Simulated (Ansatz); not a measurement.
**Ag under a change: isotropic strain −0.55 %**

Take Ag in the fcc (Cu type) structure (space group Fm-3m, No. 225; a = 4.1043 Å; relaxed with 0.1 eV smearing) as the base.

It is then changed as follows: every lattice vector is shortened by 0.55 %, atoms relaxed at fixed cell.

Method: DFT with r2SCAN, PAW potentials and a 500 eV plane-wave cutoff in Ansatz (a first-principles code), without spin-orbit coupling. Γ-centred 28×28×28 mesh, Fermi–Dirac width 0.1 eV.

The volume per atom drops by 0.28 Å³ to 17.00 Å³ and the space group stays Fm-3m (No. 225). The shortest interatomic distance shrinks by 0.016 Å (2.902 Å → 2.886 Å) and the energy grows by 1.6 meV/atom. The pressure goes from zero to 1.8 GPa and the band gap stays zero.

Final structure:

```
CELL_PARAMETERS angstrom
      0.00000     2.04086     2.04086
      2.04086     0.00000     2.04086
      2.04086     2.04086     0.00000
ATOMIC_POSITIONS crystal
  Ag 0.00000 0.00000 0.00000
```

Whether these cells are dynamically stable was not tested.
